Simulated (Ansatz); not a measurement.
Defect: O vacancy in rutile TiO2, charge state +2. These are PBE, PAW (plane waves to 420 eV; Ansatz, a first-principles code) values and carry that method's errors.

Cell of 72 host sites held at the relaxed PBE lattice; one k-point at (0.250, 0.250, 0.250); Fermi-Dirac width 0.01 eV, spin-restricted; finite-size errors left in. No zero-point or tunnelling terms. The charge state is imposed; whether it is stable for some Fermi level was not computed. Forms of the defect that were not tried may lie lower.

Barriers: single points on a 2×2×2 k-point mesh shifted by half a step at the bands' geometries.

The step: a nearby O atom hops onto the vacant site. Atoms about the jump, Cartesian Å from the middle of the jump, before and after:

| atom | x0 | y0 | z0 | x1 | y1 | z1 |
|---|---|---|---|---|---|---|
| O1 | 0.00 | 0.00 | 1.43 | 0.00 | 0.00 | -1.43 |
| Ti2 | 1.03 | 1.08 | 0.17 | 1.04 | 1.08 | -0.17 |
| O3 | -2.30 | -0.52 | -0.05 | -2.30 | -0.52 | 0.05 |
| O4 | -0.52 | -2.30 | -0.04 | -0.52 | -2.30 | 0.04 |
| Ti5 | -1.66 | -1.67 | -1.47 | -1.35 | -1.51 | -1.47 |
| Ti6 | -1.35 | -1.51 | 1.47 | -1.66 | -1.67 | 1.47 |
| O7 | 2.23 | -0.52 | -0.01 | 2.23 | -0.52 | 0.01 |
| O8 | -0.53 | 2.23 | -0.04 | -0.52 | 2.23 | 0.04 |
| O9 | 1.72 | 1.72 | -1.48 | 1.80 | 1.82 | -1.57 |
| O10 | 1.80 | 1.82 | 1.57 | 1.72 | 1.72 | 1.48 |
| Ti11 | 0.79 | 0.73 | 2.96 | 1.08 | 1.05 | 3.13 |
| Ti12 | 1.08 | 1.05 | -3.13 | 0.79 | 0.73 | -2.96 |
| O13 | -0.52 | -2.33 | 2.95 | -0.52 | -2.29 | 2.92 |
| O14 | -0.52 | -2.29 | -2.92 | -0.52 | -2.33 | -2.95 |
| O15 | -2.32 | -0.53 | 2.97 | -2.30 | -0.52 | 2.92 |
| O16 | 1.78 | -2.86 | 1.47 | 1.78 | -2.88 | 1.48 |
| O17 | -2.30 | -0.52 | -2.92 | -2.32 | -0.54 | -2.97 |
| O18 | 1.78 | -2.88 | -1.48 | 1.78 | -2.87 | -1.47 |
| O19 | -2.89 | 1.79 | -1.49 | -2.87 | 1.77 | -1.47 |
| O20 | -2.87 | 1.77 | 1.47 | -2.89 | 1.79 | 1.48 |
| Ti21 | -3.69 | 0.82 | 0.01 | -3.69 | 0.82 | -0.01 |
| O22 | 2.27 | -0.55 | 2.96 | 2.22 | -0.52 | 2.93 |
| O23 | 2.22 | -0.52 | -2.93 | 2.27 | -0.55 | -2.96 |
| O24 | -0.55 | 2.26 | 2.97 | -0.52 | 2.22 | 2.95 |
| Ti25 | 0.95 | -3.82 | 0.04 | 0.95 | -3.82 | -0.04 |
| O26 | -0.52 | 2.22 | -2.95 | -0.55 | 2.26 | -2.97 |
| Ti27 | 3.09 | -1.43 | 1.45 | 3.19 | -1.38 | 1.56 |
| Ti28 | 3.19 | -1.38 | -1.56 | 3.09 | -1.43 | -1.45 |
| Ti29 | -1.41 | 3.22 | -1.43 | -1.55 | 3.20 | -1.50 |
| Ti30 | -1.55 | 3.20 | 1.50 | -1.41 | 3.21 | 1.42 |

### Question
Give the saddle-point geometry and the barrier.

### Answer

```csv
atom,x,y,z
O1,-0.17,-0.17,0.00
Ti2,1.04,1.05,-0.01
O3,-2.54,-0.67,-0.01
O4,-0.68,-2.56,-0.01
Ti5,-1.53,-1.61,-1.44
Ti6,-1.54,-1.61,1.44
O7,2.41,-0.48,-0.01
O8,-0.49,2.40,-0.01
O9,1.73,1.77,-1.58
O10,1.74,1.77,1.57
Ti11,1.00,0.94,3.07
Ti12,1.01,0.94,-3.08
O13,-0.49,-2.26,2.89
O14,-0.50,-2.26,-2.91
O15,-2.26,-0.49,2.91
O16,1.77,-2.86,1.43
O17,-2.27,-0.50,-2.93
O18,1.77,-2.86,-1.45
O19,-2.86,1.77,-1.46
O20,-2.87,1.78,1.45
Ti21,-3.71,0.80,-0.01
O22,2.19,-0.54,2.90
O23,2.19,-0.54,-2.91
O24,-0.55,2.20,2.93
Ti25,0.91,-3.82,0.00
O26,-0.55,2.21,-2.95
Ti27,3.15,-1.43,1.48
Ti28,3.14,-1.46,-1.49
Ti29,-1.46,3.19,-1.45
Ti30,-1.47,3.21,1.44
```
It lies 2.16 eV above the start and 2.16 eV above the end. The check of the saddle point's order was inconclusive, and it lies on a symmetry element of the cell, where a band can be held.
